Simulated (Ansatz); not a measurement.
# A computed series for SrZrO3: pressure series

Take SrZrO₃ in the cubic perovskite structure (space group Pm-3m, No. 221; a = 4.130 Å) as the base.

Cell and atoms are relaxed at each pressure.

Level of theory: Ansatz (a first-principles code) PBEsol, no spin-orbit coupling.

```tsv
pressure (GPa)	volume per atom (Å³/atom)
-1	14.175
0	14.088
0.3	14.063
0.7	14.030
1.5	13.963
3	?
5	13.692
7.5	13.514
10	13.347
```

**Question.** Fit the third-order Birch–Murnaghan form P(V) = (3B₀/2)[(V₀/V)^(7/3) − (V₀/V)^(5/3)]·[1 + (3/4)(B₀′ − 4)((V₀/V)^(2/3) − 1)] (squares taken in P) to the rows shown and predict the withheld row.

**Answer.** Least squares on the printed values gives V₀ = 14.088 Å³/atom, B₀ = 165 GPa, B₀′ = 4.2; this predicts 13.844 Å³/atom, and the run gives 13.843 Å³/atom, in agreement.

Load acts through the strain it causes; cell and atoms are relaxed under it. Whether these cells are dynamically stable was not tested. No other phases were tried under pressure. Many cubic perovskites are stable only at high temperature; tilts and polar distortions were not tested.
